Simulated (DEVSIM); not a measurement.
abrupt GaAs p-n junction

Device: abrupt GaAs p-n junction, at 300 K.

```tsv
layer (left to right)	material	thickness (μm)	Nd (cm⁻³)	Na (cm⁻³)	τn (s)	τp (s)
1	GaAs	2.00	-	2.4e17	1.1e-8	1.1e-8
2	GaAs	3.10	2.9e16	-	1.1e-8	1.1e-8
```

Left contact: ohmic. Right contact: ohmic. Voltage is applied to the left contact. Recombination: SRH at mid-gap. Mobility is constant in doping.

The device is made up for the run: typed textbook-type constants, with dimensions and the other settings drawn at random. Values at 300 K.

| parameter | GaAs |
|---|---|
| gap (eV) | 1.424 |
| affinity (eV) | 4.07 |
| permittivity | 12.9 |
| Nc (cm⁻³) | 4.7e17 |
| Nv (cm⁻³) | 9e18 |
| μn (cm²/Vs) | 8500 |
| μp (cm²/Vs) | 400 |

DEVSIM, 1D drift-diffusion, Boltzmann statistics, complete ionisation; no tunnelling, impact ionisation, image-force lowering or self-heating.

```yaml
potential_step_across_the_device_at_zero_bias: 1.258 V
largest_field_in_the_device_at_zero_bias: 94000 V/cm
Dark forward voltage at 1 A/cm²: 1.029 V
Dark forward voltage at 100 A/cm²: 1.150 V
```

Dark reverse current:

```json
[
 {"V (V)": "-0.04", "J (A/cm²)": "-1.5e-11"},
 {"V (V)": "-0.10", "J (A/cm²)": "-3.1e-11"},
 {"V (V)": "-0.20", "J (A/cm²)": "-5.2e-11"},
 {"V (V)": "-0.30", "J (A/cm²)": "-7.2e-11"},
 {"V (V)": "-0.40", "J (A/cm²)": "-9.1e-11"},
 {"V (V)": "-0.60", "J (A/cm²)": "-1.3e-10"},
 {"V (V)": "-0.80", "J (A/cm²)": "-1.6e-10"},
 {"V (V)": "-1.00", "J (A/cm²)": "-1.9e-10"},
 {"V (V)": "-1.30", "J (A/cm²)": "-2.3e-10"},
 {"V (V)": "-1.60", "J (A/cm²)": "-2.7e-10"},
 {"V (V)": "-2.00", "J (A/cm²)": "-3.1e-10"}
]
```

Small-signal capacitance in reverse bias (quasi-static):

```tsv
V (V)	C (nF/cm²)
-0.04	43.6
-0.1	42.6
-0.2	41.0
-0.3	39.6
-0.4	38.4
-0.6	36.2
-0.8	34.3
-1	32.8
-1.3	30.7
-1.6	29.0
-2	27.2
```
